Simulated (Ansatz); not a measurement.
# Mo under a change: pressure 30 GPa

Consider Mo in the bcc (W type) structure (space group Im-3m, No. 229; a = 3.151 Å).

The change: a hydrostatic pressure of 30 GPa.

Computed with r2SCAN in Ansatz (plane waves to 500 eV, PAW, no spin-orbit coupling). Settings: 21×21×21 k-points, 0.05 eV Fermi–Dirac smearing.

- Volume per atom = 14.27 Å³ (base 15.64 Å³)
- Density = 11.16 g/cm³ (base 10.19 g/cm³)
- Shortest interatomic distance = 2.647 Å (base 2.728 Å)
- Enthalpy H = E + PV relative to the base's energy = +2.79 eV/atom
- Band gap = zero (base zero)

Final structure:

```xyz
1
Lattice="-1.5281 1.5281 1.5281 1.5281 -1.5281 1.5281 1.5281 1.5281 -1.5281" Properties=species:S:1:pos:R:3 pbc="T T T"
Mo     0.0000     0.0000     0.0000
```

Load acts through the strain it causes; cell and atoms are relaxed under it. No phonon test of stability was made. Competing high-pressure phases were not computed. All final runs are without spin polarisation.

Ansatz is a program for electronic structure.
